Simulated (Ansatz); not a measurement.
WSi (model structure, started from the CsCl type, Pm-3m, No. 221, 2 atoms in the cell)

The numbers are results of PBEsol (Ansatz, a program for electronic structure, plane waves, PAW), not measurements.

Numerical settings: plane-wave cutoff 500 eV, 12×12×12 k mesh, Fermi–Dirac smearing 0.05 eV, no spin polarisation, scalar-relativistic PAW data made under PBE.

Cell (relaxed at this level):

Space group Pm-3m (No. 221); a = b = c = 3.031 Å, α = β = γ = 90.00°

```json
[
 {"atom": "W", "site": "1a", "symmetry": "m-3m", "x": "0.0000", "y": "0.0000", "z": "0.0000"},
 {"atom": "Si", "site": "1b", "symmetry": "m-3m", "x": "0.5000", "y": "0.5000", "z": "0.5000"}
]
```

```
Quantity  Result
--------  ------
band gap    none
```

Note: the relaxation could raise the start's symmetry but not lower it, so the cell can be a saddle point.

Spin–orbit coupling is not included.

The computed numbers hold no vibrational or temperature effects.

Computing time: roughly 17 core-seconds.

A model structure was made by putting elements into a prototype or built by hand; it is no filed structure, need not be a known phase, and can be a saddle point held by its symmetry.
